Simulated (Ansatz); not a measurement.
For PtCd (P4/mmm), PBEsol, DFPT electron-phonon coupling, linearised Boltzmann equation (Ansatz, an electronic-structure program) gives a transport coupling λ_tr = 0.167 and a Drude plasma energy ħω_p = 6.62 eV along x (a = (2.94, 0.00, 0.00) Å; b = (0.00, 2.94, 0.00) Å; c = (0.00, 0.00, 3.85) Å).

Q: Estimate the resistivity at 300 K from the high-temperature formula ρ = 2π λ_tr k_B T / (ħ ε₀ ω_p²), and say how the full Boltzmann solution compares.

A: The scattering rate is 1/τ = 2π λ_tr k_B T/ħ = 4.12e13 s⁻¹ and ω_p = 1.01e16 s⁻¹, so ρ ≈ 4.60 μΩ·cm. The Boltzmann solution gives 4.34 μΩ·cm, 0.94 times the estimate.

A metal at this level (no band gap). Only scattering by harmonic phonons is included (no impurities, grain boundaries, electron-electron scattering or thermal expansion). Spin-orbit coupling is left out, which matters with elements this heavy. The run warned that the eigensolver left some states short of its tolerance. Halving the electron mesh (28x28x24) moves the resistivity by up to 5 % at 300 K, the coupling by up to 1 %. Smearing 0.20 eV; phonons on a 5x5x4 q mesh, which this run doesn't test.

Computed structure with no diffraction record at hand here (it may be known, metastable or hypothetical): PtCd (P4/mmm).
